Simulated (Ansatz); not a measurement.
Where the default PAW files enter, the runs use the earlier of Ansatz's two default sets.

Input:

```xyz
12
Lattice="5.0942 0.0000 0.0000 0.8762 5.2030 0.0000 0.0000 0.0000 5.1506" Properties=species:S:1:pos:R:3 pbc="T T T"
Hf     4.3077     3.6832     2.3593
Hf     1.6626     1.5197     2.7913
Hf     2.1007     4.1212     4.9346
Hf     3.8696     1.0817     0.2160
O      3.6694     5.0915     3.8245
O      2.3010     0.1114     1.3261
O      2.7390     2.7129     1.2492
O      3.2313     2.4900     3.9015
O      5.0493     1.8015     1.7036
O      0.9210     3.4014     3.4470
O      0.4829     0.8000     4.2789
O      5.4874     4.4030     0.8717
```

Space group of this cell: P2_1/c. The cell is taken as given; by r2SCAN its mean pressure is 3.9 GPa.

The numbers are results of r2SCAN (plane waves, PAW; Ansatz, a first-principles code), not measurements.

The current runs along the normal of the first two printed vectors; no spin-orbit coupling. Scaled by the factor s: both lengths across the current (ions clamped). Meshes 6×6×6 and 6×6 across the current in all rows.

```csv
s,mean pressure (GPa),band gap (eV)
0.98,15.6,4.80
1.00,3.9,4.64
1.02,-5.9,?
```

Q: Take the slope of the band gap against ln s from the two given rows, extrapolate to s = 1.02, and say what the run there gives.

A: Slope = (4.80 − 4.64) / ln 0.98 = -7.92 eV. The line gives 4.64 + (-7.92) × ln 1.02 = 4.48 eV. The run gives 4.47 eV, 0.01 eV under the line, 8 % of the predicted step.
